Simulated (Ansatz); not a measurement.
Consider interstitial O in alpha quartz, neutral cell. All values below come from PBE, PAW (plane waves to 420 eV; Ansatz, an electronic-structure program).

Settings: 72 host sites, the relaxed PBE lattice, the Γ point alone, smearing 0.01 eV, spin-restricted, no image-charge correction. Static, classical nuclei. The charge state is imposed; whether it is stable for some Fermi level was not computed. Sites that were not tried may lie lower.

Barriers: single points on a 2×2×2 k-point mesh shifted by half a step along c at the bands' geometries.

The step: a concerted move, in which O travels most; the atom moves 1.22 Å along (0.05, -0.04, -0.21) of the unit cell; the moving atom starts with neighbours O at 1.48; Si at 1.67 Å and ends with O at 1.48; Si at 1.67 Å.

### Question
Estimate the migration barrier of this step that PBE, PAW returns for this input.

### Answer
1.18 eV, the same both ways. At the saddle the moving atom has neighbours 2 O at 1.95; Si at 1.62 Å. The saddle point's order was not checked, and it lies on a symmetry element of the cell, where a band can be held.
